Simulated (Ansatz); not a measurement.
**A computed series for hypothetical cubic perovskite CaSnSe3: pressure series**

Consider CaSnSe$_{3}$ in the cubic perovskite structure (space group Pm-3m, No. 221; a = 5.2117 Å; a hypothetical phase, not in the database extracts checked).

Cell and atoms are relaxed at each pressure.

Computed with DFT with PBEsol, PAW potentials and a 420 eV plane-wave cutoff in Ansatz (a first-principles code), no spin-orbit coupling.

Notes on the quantities. enthalpy: H = E + PV relative to the base's energy.

```
change            lattice parameter a       enthalpy
----------------  -------------------  -------------
base                          5.212 Å              –
pressure −2 GPa                   [?]  -0.36 eV/atom
pressure −1 GPa               5.248 Å  -0.18 eV/atom
pressure 0.3 GPa              5.202 Å  +0.05 eV/atom
pressure 0.7 GPa              5.189 Å  +0.12 eV/atom
pressure 1.5 GPa              5.164 Å  +0.26 eV/atom
pressure 3 GPa                5.122 Å  +0.52 eV/atom
pressure 5 GPa                5.072 Å  +0.85 eV/atom
pressure 7.5 GPa              5.018 Å  +1.25 eV/atom
pressure 10 GPa               4.971 Å  +1.64 eV/atom
```

Task: Complete the table.

Result: 
- pressure −2 GPa, lattice parameter a: 5.288 Å

Load acts through the strain it causes; cell and atoms are relaxed under it. No phonon test of stability was made. No other phases were tried under pressure. The final runs are not spin-polarised. Many cubic perovskites are stable only at high temperature; tilts and polar distortions were not tested.
